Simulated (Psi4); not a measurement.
Psi4 1.11, PBE/def2-svpd: Sr(Br)(OH)(OH2)2 ([OH][Sr](<-[OH2])(<-[OH2])[Br]), 10 atoms. The geometry is a generated start, not checked to be a minimum at this level.

```
Property                                             Result
--------------------------  -------------------------------
task                                                 energy
method                                                  pbe
basis                                             def2-svpd
memory                                                 3 GB
maxiter                                                 100
keys of the molecule block                      symmetry c1
scf_type                                       df (default)
e_convergence                               1e-06 (default)
d_convergence                               1e-06 (default)
dft_radial_points                              75 (default)
dft_spherical_points                          302 (default)
effective core potentials   those of the basis set, past Kr
basis functions                                         176
grid points                                          216599
```

```xyz
10

Sr     0.6533    -0.1836     0.6713
Br     1.3981     1.9026    -0.8951
O      1.1675    -1.9702    -0.1698
H      1.3353    -2.9084    -0.1946
O     -0.9094    -0.8824    -1.0243
H     -0.1531    -1.5417    -0.8229
H     -0.6827    -0.5562    -1.9028
O     -0.7463     1.7269     1.5450
H     -1.5946     2.0226     1.8998
H     -0.4681     2.3903     0.8934
```

With the defaults (diis = true, scf_initial_accelerator = adiis, damping_percentage = 0, diis_max_vecs = 10, guess = auto, which took SAD, level_shift = 0, level_shift_cutoff = 0.01, diis_start = 1) it converges in 11 SCF iterations. One run each on 2 threads, with these changes:
- guess = modhuckel
- level_shift = 0.5, level_shift_cutoff = 0.001
- level_shift = 0.1, level_shift_cutoff = 0.001
- guess = core
- diis_start = 4
- scf_initial_accelerator = none
- diis = false, scf_initial_accelerator = none, damping_percentage = 60
- guess = gwh
- diis_max_vecs = 20

Which of these changes keep the SCF from converging, or lead it to another solution?

No convergence: diis = false, scf_initial_accelerator = none, damping_percentage = 60 (the run ends without SCF convergence in 100 iterations). The rest reach the solution of the defaults.

```
setting                                                                SCF iterations             end
---------------------------------------------------------------------  --------------  --------------
level_shift = 0.1, level_shift_cutoff = 0.001                                      10   same solution
level_shift = 0.5, level_shift_cutoff = 0.001                                      10   same solution
the defaults                                                                       11   same solution
diis_max_vecs = 20                                                                 11   same solution
guess = modhuckel                                                                  11   same solution
scf_initial_accelerator = none                                                     11   same solution
guess = gwh                                                                        16   same solution
guess = core                                                                       19   same solution
diis_start = 4                                                                     19   same solution
diis = false, scf_initial_accelerator = none, damping_percentage = 60             100  no convergence
```

1 further run of the study ended by our limits or in an error and is left out.
